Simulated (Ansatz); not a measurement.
Data:

End structure of a constructed model of the (111) surface of fcc Pt, a pseudomorphic layer of Ru in the other hollow (bottom of the slab: a bare face, its two planes held):

```yaml
crystal:
  lattice:
    - [2.80721, 0.00000, 0.00000]
    - [-1.40361, 2.43112, 0.00000]
    - [0.00000, 0.00000, 30.00000]
  atoms:
    - { symbol: Pt, position: [0.33333, 0.66667, 0.26811] }
    - { symbol: Pt, position: [0.66667, 0.33333, 0.34451] }
    - { symbol: Pt, position: [0.00000, 0.00000, 0.42064] }
    - { symbol: Pt, position: [0.33333, 0.66667, 0.49703] }
    - { symbol: Pt, position: [0.66667, 0.33333, 0.57391] }
    - { symbol: Pt, position: [0.00000, 0.00000, 0.65174] }
    - { symbol: Ru, position: [0.66667, 0.33333, 0.72296] }
```

Model: 7-atom slab, 13.9 Å thick at the start, 15x15x1 mesh, Fermi-Dirac 0.1 eV, dipole correction, 2 atoms held, the rest relaxed; held to the start's symmetry, so lower structures may exist; no spin, no spin-orbit, no U. In PBE it lies 0.11 eV a 1x1 cell over the lowest computed structure of the same composition (a pseudomorphic layer of Ru in the host's stacking).

Problem. Give the work function of the top face at the level PBE in Ansatz (a first-principles code).

Solution. 5.26 eV
